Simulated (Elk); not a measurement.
Input and output of a self-consistent single point for Br (Cmce, 4 atoms in the cell) (Elk).

Method of the run: PBE, all-electron FP-LAPW, Elk's shipped species files, APW+lo basis with extra local orbitals in Elk 10.2.4.

The change in words: lattice scaled by 0.98. Reference geometry:
```
CELL_PARAMETERS angstrom
      2.25590    -3.35868     0.00000
      2.25590     3.35868     0.00000
      0.00000     0.00000     8.78191
ATOMIC_POSITIONS crystal
  Br 0.86100 0.86100 0.88900
  Br 0.63900 0.63900 0.38900
  Br 0.36100 0.36100 0.61100
  Br 0.13900 0.13900 0.11100
```

Reference input (self-consistent single point, DFT, PBE, all-electron FP-LAPW, Elk's shipped species files, APW+lo basis with extra local orbitals): xctype = 20; rgkmax = 7.5; swidth = 0.000734986 Ha; ngridk = 5 5 2; tforce = true; gmaxvr = 18 1/bohr; lmaxapw = 10; lmaxo = 8; nxlo = 2; lorbcnd = true; lradstp = 2; nrmtscf = 2. This run's input differs from it in these lines:

```diff
@@ -46,5 +46,5 @@
 avec
-    4.2630407234   -6.3469834505    0.0000000000
-    4.2630407234    6.3469834505    0.0000000000
-    0.0000000000    0.0000000000   16.5954085306
+    4.1777800602   -6.2200429878    0.0000000000
+    4.1777800602    6.2200429878    0.0000000000
+    0.0000000000    0.0000000000   16.2635008135
```

Output (repeated stretches shortened):

```
│ Self-consistent loop started │
│ Loop number : 1 │
 total energy                :     -10435.9935911
│ Loop number : 2 │
 total energy                :     -10435.9607505
RMS change in Kohn-Sham potential (target) :   0.1041925086     (  0.1000000000E-05)
Absolute change in total energy (target)   :   0.3284061537E-01 (  0.1000000000E-03)
│ Loop number : 3 │
 total energy                :     -10434.2902055
RMS change in Kohn-Sham potential (target) :   0.8352444160E-01 (  0.1000000000E-05)
Absolute change in total energy (target)   :    1.678755213     (  0.1000000000E-03)
│ Loop number : 4 │
   [... lines left out ...]
Absolute change in total energy (target)   :   0.1049379973E-02 (  0.1000000000E-03)
│ Loop number : 13 │
 total energy                :     -10426.6638504
RMS change in Kohn-Sham potential (target) :   0.6329535737E-07 (  0.1000000000E-05)
Absolute change in total energy (target)   :   0.2989998429E-03 (  0.1000000000E-03)
│ Loop number : 14 │
 total energy                :     -10426.6638538
RMS change in Kohn-Sham potential (target) :   0.2412046347E-07 (  0.1000000000E-05)
Absolute change in total energy (target)   :   0.7139161789E-04 (  0.1000000000E-03)
Convergence targets achieved

│ Loop number : 15 │

Energies :
 Fermi                       :     0.841054593235E-01
 total energy                :     -10426.6638535

Density of states at Fermi energy :   0.1349109193E-06
 (states/Hartree/unit cell)

Estimated indirect band gap :   0.7077471061E-01
 from k-point      1 to k-point      1
Estimated direct band gap   :   0.7077471061E-01
 at k-point      1

Charges :
 core                        :    72.00000000
 valence                     :    68.00000000
 interstitial                :    10.83461257
 muffin-tins (core leakage)
  species :    1 (Br)
   atom    1                 :    32.29134686     (  0.2873698444E-03)
   atom    2                 :    32.29134686     (  0.2873698444E-03)
   atom    3                 :    32.29134686     (  0.2873698444E-03)
   [... lines left out ...]
   total force               :    -0.00939928    0.00000000    0.01805414
   total magnitude           :     0.02035432
  atom :    4
   Hellmann-Feynman          :     0.42438101    0.00000000    0.50741292
   IBS                       :    -0.41498173   -0.00000000   -0.48935878
   total force               :     0.00939928    0.00000000    0.01805414
   total magnitude           :     0.02035432
```

The run converged in 15 iterations. The count includes the last loop, which Elk runs after its targets are met. Against the reference run the free energy goes up by 29.0 meV/atom, the largest force goes from 0.403 to 1.047 eV/Å and the gap on the mesh goes from 1.733 to 1.926 eV.

The starting cell has typed, rounded lattice constants, without a prior relaxation at this level. Its lattice was rescaled by a random factor within 2.5 % of one. For this run, on top of that: lattice scaled by 0.98. Values depend on the basis (sphere radii, cutoffs, local orbitals), which need not be converged. Forces in this geometry exceed 1 eV/Å.

Cost on one core of a shared machine: roughly 2 min.
